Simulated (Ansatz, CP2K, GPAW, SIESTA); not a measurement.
## Code comparison for MgAl₂C₂ (P-3m1, 5 atoms in the cell)

Band-structure calculation.

```xyz
5
Lattice="3.3469 0.0000 0.0000 -1.6735 2.8985 0.0000 0.0000 0.0000 5.7486" Properties=species:S:1:pos:R:3 pbc="T T T"
Mg     0.0000     0.0000     0.0000
Al     1.6735     0.9662     2.0121
Al     0.0000     1.9323     3.7365
C      0.0000     1.9323     1.5526
C      1.6735     0.9662     4.1960
```

Shared settings, as Ansatz (a program for electronic structure) writes them: kpoints.mp_grid.grid = 8 8 4; scf.occupations.method = fixed. Potentials and cutoffs stand in the table.

```tsv
code	model	gap along the path (eV)	smallest direct gap (eV)	cutoff
SIESTA	GGA PBEsol, numerical atomic orbitals DZP, PseudoDojo PBEsol standard norm-conserving potentials (rewritten from UPF to PSML)	1.68	3.00	grid 400 Ry
Ansatz	PBEsol, default PAW files made with PBE	1.86	3.02	30.9 Ry
GPAW	PBEsol, GPAW PAW datasets PBEsol (made by gpaw-setup)	1.76	3.01	900 eV
CP2K	PBEsol, GPW, DZVP-MOLOPT-SR-GTH basis, GTH-PBE potentials (GTH_POTENTIALS)	1.71	3.06	grid 1000 Ry
```

The spread over the programs that give each value: gap along the path within 0.18 eV; smallest direct gap within 0.06 eV.

SIESTA and CP2K use small atom-centred bases, whose incompleteness enters pressures, forces and empty levels differently from a plane-wave cutoff.

The starting cell comes from a database of computed structures (which also holds hypothetical and non-ambient phases and stackings), without a prior relaxation at this level. Its lattice was rescaled by a random factor within 2.5 % of one.

Left out of this page: Quantum ESPRESSO and Elk (not drawn, or without a comparable value); ABINIT (with a known weakness of the program).

Keys are those of Ansatz 0.2.
